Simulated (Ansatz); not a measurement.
## Corundum Ga2O3 (metastable phase)

The numbers are results of r²SCAN-D4 (Ansatz, an electronic-structure program, plane waves, PAW), not measurements.

Numerical settings: plane-wave cutoff 500 eV, 10×10×10 k mesh, gaussian smearing 0.02 eV, scalar-relativistic PAW data made under PBE.

Cell (relaxed at this level):

```xyz
10
Lattice="2.4862 1.4354 4.4662 -2.4862 1.4354 4.4662 0.0000 -2.8708 4.4662" Properties=species:S:1:pos:R:3 pbc="T T T"
Ga     0.0000     0.0000    11.4618
Ga     0.0000     0.0000     1.9367
Ga     0.0000     0.0000     8.6360
Ga     0.0000     0.0000     4.7626
O      0.7549     1.5633     5.5827
O     -0.7549    -1.5633     7.8158
O     -1.7313    -0.1279     5.5827
O      1.7313     0.1279     7.8158
O      0.9764    -1.4354     5.5827
O     -0.9764     1.4354     7.8158
```

```
Quantity                        Value
--------  ---------------------------
band gap  3.65 eV (on the SCF k mesh)
```

Spin–orbit coupling is not included.

The computed numbers hold no vibrational or temperature effects.

The result took around 5 core-minutes (rough).
